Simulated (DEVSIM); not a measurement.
System: illuminated Ge p-on-n cell, one wavelength, with a back-surface field, at 400 K.

```tsv
layer (left to right)	material	thickness (μm)	Nd (cm⁻³)	Na (cm⁻³)	τn (s)	τp (s)	absorption coefficient (cm⁻¹)
1	Ge	0.0760	-	1.4e18	3.6e-6	5.9e-5	16000
2	Ge	280	3.9e15	-	0.00014	0.00014	16000
3	Ge	0.590	1e18	-	0.00014	0.00014	16000
```

Left contact: ohmic, minority electron recombination velocity 1e6 cm/s. Right contact: ohmic, minority hole recombination velocity 2000 cm/s. Voltage is applied to the left contact. Recombination: SRH at mid-gap, radiative, Auger. Light enters at the left, 8.3e17 photons cm⁻² s⁻¹, one pass, no reflection. Mobility is constant in doping. Where it depends on doping, it is μmin + (μ − μmin)/(1 + (N/Nref)^α).

Constants are typed, rounded textbook-type inputs, not results; the design itself was drawn at random and stands for no fabricated device. Values at 300 K; Nc and Nv go as T^1.5, mobilities as T to minus their exponent, the gap by Varshni's rule with the affinity fixed. The table also holds parameters that only a changed run uses.

| parameter | Ge |
|---|---|
| gap (eV) | 0.664 |
| affinity (eV) | 4 |
| permittivity | 16 |
| Nc (cm⁻³) | 1.04e19 |
| Nv (cm⁻³) | 6e18 |
| μn (cm²/Vs) | 3900 |
| μp (cm²/Vs) | 1900 |
| μn,min | 150 |
| μp,min | 100 |
| Nref,n | 2.6e17 |
| Nref,p | 4e17 |
| αn | 0.56 |
| αp | 0.6 |
| T exponent of μn | 1.66 |
| T exponent of μp | 2.33 |
| B (cm³/s) | 6.4e-14 |
| Cn (cm⁶/s) | 1e-31 |
| Cp (cm⁶/s) | 1e-31 |
| Varshni α (eV/K) | 0.000477 |
| Varshni β (K) | 235 |

Simulated with DEVSIM: 1D drift-diffusion, Boltzmann statistics, complete ionisation; no tunnelling, impact ionisation, image-force lowering or self-heating.

Base results: potential step across the device at zero bias (V) 0.463; dark forward voltage at 100 A/cm² (V) 0.319; dark forward voltage at 1 A/cm² (V) 0.073.

Task: What follows from this one change: recombination velocity at the left contact 1e+06 → 10000 cm/s?

Result: potential step across the device at zero bias little changed (0.463 V); dark forward voltage at 100 A/cm² 0.319 → 0.374 V; dark forward voltage at 1 A/cm² 0.073 → 0.185 V.

Task: What follows from this one change: doping Nd of layer 3 1e+18 → 3e+18 cm^-3?

Result: potential step across the device at zero bias 0.463 → 0.501 V; dark forward voltage at 100 A/cm² little changed (0.317 V); dark forward voltage at 1 A/cm² little changed (0.073 V).

Task: What follows from this one change: doping-dependent mobility in place of the constant one?

Result: potential step across the device at zero bias little changed (0.463 V); dark forward voltage at 100 A/cm² 0.319 → 0.326 V; dark forward voltage at 1 A/cm² 0.073 → 0.077 V.
